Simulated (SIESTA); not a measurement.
# SIESTA run on ScIn3 (Pm-3m, 4 atoms in the cell): self-consistent single point

Computed with GGA PBEsol, numerical atomic orbitals TZP, PseudoDojo PBEsol standard norm-conserving potentials (rewritten from UPF to PSML) (SIESTA 5.4.2).

This input was run:

```
# files in the folder: Sc.psml In.psml (PseudoDojo PBEsol standard)
SystemName  ScIn3
SystemLabel scin3

NumberOfAtoms                4
NumberOfSpecies              2
%block ChemicalSpeciesLabel
  1 21 Sc
  2 49 In
%endblock ChemicalSpeciesLabel
LatticeConstant              1.0 Ang
%block LatticeVectors
     4.495690000    0.000000000    0.000000000
     0.000000000    4.495690000    0.000000000
     0.000000000    0.000000000    4.495690000
%endblock LatticeVectors
AtomicCoordinatesFormat      ScaledCartesian
%block AtomicCoordinatesAndAtomicSpecies
     0.000000000    0.000000000    0.000000000  1
     0.000000000    2.247845000    2.247845000  2
     2.247845000    0.000000000    2.247845000  2
     2.247845000    2.247845000    0.000000000  2
%endblock AtomicCoordinatesAndAtomicSpecies

XC.functional                GGA
XC.authors                   PBEsol
PAO.BasisSize                TZP
PAO.EnergyShift              0.01 Ry
MeshCutoff                   300 Ry
%block kgrid.MonkhorstPack
    6   0   0  0.0
    0   6   0  0.0
    0   0   6  0.0
%endblock kgrid.MonkhorstPack
OccupationFunction           FD
ElectronicTemperature        1160.45 K

MaxSCFIterations             150
SCF.Mixer.Method             Pulay
SCF.Mixer.Weight             0.2
SCF.Mixer.History            6
SCF.DM.Tolerance             1.0E-04
Diag.ParallelOverK           true
WriteForces                  true
```

The program printed (abridged):

```
reinit: Reading from file input.fdf

reinit: System Name: ScIn3
reinit: System Label: scin3

coor:   Atomic-coordinates input format  =     Cartesian coordinates
coor:                                          (in units of alat)

siesta: Atomic coordinates (Bohr) and species
siesta:      0.00000   0.00000   0.00000  1        1
siesta:      0.00000   4.24781   4.24781  2        2
siesta:      4.24781   0.00000   4.24781  2        3
siesta:      4.24781   4.24781   0.00000  2        4

siesta: System type = bulk

initatomlists: Number of atoms, orbitals, and projectors:      4    91    72

siesta: ******************** Simulation parameters ****************************
redata: Spin configuration                          = none
redata: Time-Reversal Symmetry                      = T
redata: Number of Atomic Species                    =        2
redata: Mesh Cutoff                                 =   300.0000 Ry
redata: Net charge of the system                    =     0.0000 |e|
redata: Min. number of SCF Iter                     =        0
redata: Max. number of SCF Iter                     =      150
redata: SCF convergence failure will abort job
redata: SCF mix quantity                            = Hamiltonian
redata: Mix DM or H after convergence               =   F
redata: Recompute H after scf cycle                 =   F
redata: Mix DM in first SCF step                    =   T
redata: No kicks to SCF
redata: DM Mixing Weight for Kicks                  =     0.5000
redata: Require Harris convergence for SCF          =   F
redata: Harris energy tolerance for SCF             =     0.000100 eV
redata: Require DM convergence for SCF              =   T
redata: DM tolerance for SCF                        =     0.000100
redata: Require EDM convergence for SCF             =   F
redata: EDM tolerance for SCF                       =     0.001000 eV
redata: Require H convergence for SCF               =   T
redata: Hamiltonian tolerance for SCF               =     0.001000 eV
redata: Require (free) Energy convergence for SCF   =   F
redata: (free) Energy tolerance for SCF             =     0.000100 eV
redata: Using DFT-D3 dispersion                     =   F
redata: Using Saved Data (generic)                  =   F
redata: Method of Calculation                       = Diagonalization
redata: Electronic Temperature                      =  1160.4500 K
redata: Number of TDED substeps                     =        3
redata: Dynamics option                             = Single-point calculation
redata: Save all siesta data in one NC              =   F
redata: ***********************************************************************

%block SCF.Mixers
  Pulay
%endblock SCF.Mixers

%block SCF.Mixer.Pulay
  # Mixing method
  method pulay
  variant stable

  # Mixing options
  weight 0.2000
  weight.linear 0.2000
  history 6
%endblock SCF.Mixer.Pulay

DM_history_depth set to one: no extrapolation allowed by default for geometry relaxation
Size of DM history Fstack: 1
Total number of electrons:    50.000000
Total ionic charge:    50.000000

* ProcessorY, Blocksize:    1  64

* Orbital distribution balance (max,min):    91    91

k-point displ. along   1 input, could be:     0.00    0.50
k-point displ. along   2 input, could be:     0.00    0.50
k-point displ. along   3 input, could be:     0.00    0.50
 Kpoints in:          144 . Kpoints trimmed:          132

siesta: k-grid: Number of k-points = 132
siesta: k-points from Monkhorst-Pack grid
siesta: k-cutoff (effective) =    13.487 Ang
siesta: k-point supercell and displacements
siesta: k-grid:     6     0     0      0.000
siesta: k-grid:     0     6     0      0.000
siesta: k-grid:     0     0     6      0.000

diag: Algorithm                                     = D&C
diag: Parallel over k                               =   F
diag: Use parallel 2D distribution                  =   F
diag: Parallel block-size                           = 64
diag: Parallel distribution                         =     1 x     1
diag: Used triangular part                          = Lower
diag: Absolute tolerance                            =  0.100E-15
diag: Orthogonalization factor                      =  0.100E-05
diag: Memory factor                                 =  1.0000

superc: Internal auxiliary supercell:     5 x     5 x     5  =     125
superc: Number of atoms, orbitals, and projectors:    500  11375   9000

                        Single-point calculation

superc: Internal auxiliary supercell:     5 x     5 x     5  =     125
superc: Number of atoms, orbitals, and projectors:    500  11375   9000

outcell: Unit cell vectors (Ang):
        4.495690    0.000000    0.000000
        0.000000    4.495690    0.000000
        0.000000    0.000000    4.495690

outcell: Cell vector modules (Ang)   :    4.495690    4.495690    4.495690
outcell: Cell angles (23,13,12) (deg):     90.0000     90.0000     90.0000
outcell: Cell volume (Ang**3)        :     90.8634
new_DM -- step:     1
Initializing Density Matrix...

Attempting to read DM from file... Failed...
DM filled with atomic data:

InitMesh: MESH = 48 x 48 x 48 = 110592
InitMesh: Mesh cutoff (required, used) =   300.000   315.059 Ry

stepf: Fermi-Dirac step function

        iscf     Eharris(eV)        E_KS(eV)     FreeEng(eV)     dDmax    Ef(eV) dHmax(eV)
   scf:    1    -6716.222556    -6724.619360    -6724.663155  1.616052 -3.487823  3.963566
   scf:    2    -6726.041978    -6725.360864    -6725.406695  0.142149 -3.612856  2.719057
   scf:    3    -6726.320719    -6725.929812    -6725.980579  0.194927 -3.833090  0.381133
   scf:    4    -6725.932891    -6725.936149    -6725.988085  0.021039 -3.842007  0.210823
   scf:    5    -6725.924476    -6725.934855    -6725.985771  0.010787 -3.860217  0.321293
   scf:    6    -6725.936176    -6725.938399    -6725.989643  0.007632 -3.850635  0.105671
   scf:    7    -6725.939313    -6725.938966    -6725.990088  0.001845 -3.853928  0.022969
   scf:    8    -6725.939045    -6725.939012    -6725.990107  0.000343 -3.854870  0.001356
   scf:    9    -6725.939017    -6725.939015    -6725.990107  0.000041 -3.854955  0.000190

SCF Convergence by DM+H criterion
max |DM_out - DM_in|         :     0.0000410175
max |H_out - H_in|      (eV) :     0.0001901586
SCF cycle converged after 9 iterations

Using DM_out to compute the final energy and forces

siesta: E_KS(eV) =            -6725.9390

siesta: E_KS - E_eggbox =     -6725.9390

siesta: Atomic forces (eV/Ang):
     1   -0.000000    0.000000   -0.000000
     2   -0.000000   -0.000000    0.000000
     3    0.000000   -0.000000    0.000000
     4    0.000000   -0.000000    0.000000
   Tot    0.000000   -0.000000   -0.000000
   Max    0.000000
   Res    0.000000    sqrt( Sum f_i^2 / 3N )
   Max    0.000000    constrained

Stress tensor Voigt[x,y,z,yz,xz,xy] (kbar):       19.55       19.55       19.55       -0.00       -0.00       -0.00
(Free)E + p*V (eV/cell)    -6727.0990
Target enthalpy (eV/cell)    -6725.9901

siesta: Program's energy decomposition (eV):
siesta: Ebs     =      -949.764040
siesta: Eions   =      8635.381715
siesta: Ena     =       934.038028
siesta: Ekin    =      3878.610995
siesta: Enl     =     -1130.462126
siesta: Eso     =         0.000000
siesta: Edftu   =         0.000000
siesta: DEna    =        62.823241
siesta: DUscf   =         1.600500
siesta: DUext   =         0.000000
siesta: Ex      =     -1714.476868
siesta: Ec      =      -122.691069
siesta: Exc     =     -1837.167938
siesta: Eharris =     -6725.939017
siesta: Etot    =     -6725.939015
siesta: FreeEng =     -6725.990107

siesta: Stress tensor (static) (eV/Ang**3):
siesta:     0.012204   -0.000000    0.000000
siesta:    -0.000000    0.012204   -0.000000
siesta:    -0.000000   -0.000000    0.012204

siesta: Cell volume =         90.863418 Ang**3

siesta: Pressure (static):
siesta:                Solid            Molecule  Units
siesta:          -0.00013292         -0.00013292  Ry/Bohr**3
siesta:          -0.01220375         -0.01220375  eV/Ang**3
siesta:         -19.55255633        -19.55255633  kBar
```

The run converged in 9 iterations.

The starting cell comes from a database of computed structures (which also holds hypothetical and non-ambient phases and stackings), without a prior relaxation at this level. Values carry the incompleteness of an atom-centred basis.

Cost on one core of a shared machine: roughly 50 s.
